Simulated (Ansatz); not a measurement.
Results of r²SCAN+rVV10 (Ansatz, a program for electronic structure, plane waves, PAW) for CsCl-type CoAl.

Numerical settings: plane-wave cutoff 600 eV, 22×22×22 k mesh, Fermi–Dirac smearing 0.043 eV (set by the program), no spin polarisation, scalar-relativistic PAW data made under PBE.

Computed at the level's own relaxed cell.

```xyz
2
Lattice="2.8175 0.0000 0.0000 0.0000 2.8175 0.0000 0.0000 0.0000 2.8175" Properties=species:S:1:pos:R:3 pbc="T T T"
Al     1.4088     1.4088     1.4088
Co     0.0000     0.0000     0.0000
```

**Question.** Give the elastic tensor (Voigt notation, GPa, ions relaxed, in the Cartesian axes of the cell as printed).

**Answer.** 
```
  353.0   125.9   125.9     0.0     0.0     0.0
  125.9   353.0   125.9     0.0     0.0     0.0
  125.9   125.9   353.0     0.0     0.0     0.0
    0.0     0.0     0.0   167.7     0.0     0.0
    0.0     0.0     0.0     0.0   167.7     0.0
    0.0     0.0     0.0     0.0     0.0   167.7
```

Computed values are for the static lattice.
